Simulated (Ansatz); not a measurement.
The reference is PtSb$_{2}$ (space group Pa-3, No. 205; a = 6.463 Å). Axes: x, y, z lie along the cube axes.

All numbers come from plane-wave PAW DFT at the PBEsol level (Ansatz, a quantum-chemistry and plane-wave program, 420 eV), spin-orbit coupling left out.

Before the change:

| Item | Result |
|---|---|
| Shortest interatomic distance | 2.679 Å |

It is then changed as follows: uniaxial stress, 8 GPa compression along x; all other stress components relax to zero.

Estimate the effect on the energy relative to the base and shortest interatomic distance.

The energy grows by 21 meV/atom; the shortest interatomic distance decreases by 0.0332 Å to 2.645 Å.

Load acts through the strain it causes; cell and atoms are relaxed under it. Beyond what the load breaks, stability against distortions was not tested. All final runs are without spin polarisation.
